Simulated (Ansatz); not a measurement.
## What Mg on a Te site (antisite), symmetric start does to MgTe

The parent structure is an 8-atom supercell of MgTe in the wurtzite structure (space group P6_3mc, No. 186; a = 4.5609 Å, c = 7.4128 Å) at its relaxed geometry.

Now apply this change: one Te atom is replaced by Mg, atoms relaxed at fixed cell.

Calculations: Ansatz (a first-principles code), PBEsol, PAW, cutoff 420 eV, no spin-orbit coupling, earlier PAW set. Settings: 3×5×4 k-points, 0.01 eV Fermi–Dirac smearing.

```json
[
 {"quantity": "pressure", "base": "0.0 GPa", "changed": "-1.5 GPa", "shift": "-1.5 GPa"},
 {"quantity": "energy gained by relaxation", "base": "–", "changed": "0.62 eV", "shift": "–"},
 {"quantity": "largest displacement of a host atom from its site in the perfect cell", "base": "–", "changed": "0.98 Å", "shift": "–"},
 {"quantity": "shift of the substituted atom off its lattice site", "base": "–", "changed": "1.14 Å", "shift": "–"}
]
```

Final structure:

```yaml
crystal:
  lattice:
    - [6.84131, -3.94983, 0.00000]
    - [2.28044, 3.94983, 0.00000]
    - [0.00000, 0.00000, 7.41276]
  atoms:
    - { symbol: Mg, position: [0.05130, 0.50000, 0.97482] }
    - { symbol: Mg, position: [0.64328, 0.00000, 0.01177] }
    - { symbol: Mg, position: [0.89666, 0.50000, 0.58077] }
    - { symbol: Mg, position: [0.38469, 0.00000, 0.40559] }
    - { symbol: Mg, position: [0.28493, 0.50000, 0.66216] }
    - { symbol: Te, position: [0.69283, 0.00000, 0.64396] }
    - { symbol: Te, position: [0.76707, 0.50000, 0.19651] }
    - { symbol: Te, position: [0.27924, 0.00000, 0.02521] }
```

The magnetic state is the one reached from the starting moments; the real material's order can differ, and small cells can't hold many antiferromagnetic ones. In so small a cell the defect repeats every few ångströms: this is an ordered compound, not a dilute defect. A case with no gap was solved on a k-mesh chosen for an insulator, which is coarse for it. The defect started on the symmetric site and kept its symmetry, so it may sit on a saddle. Seeded moments were not kept for Mg on a Te site (antisite). The defect cell is spin-polarised and ends with 0.0 μB.
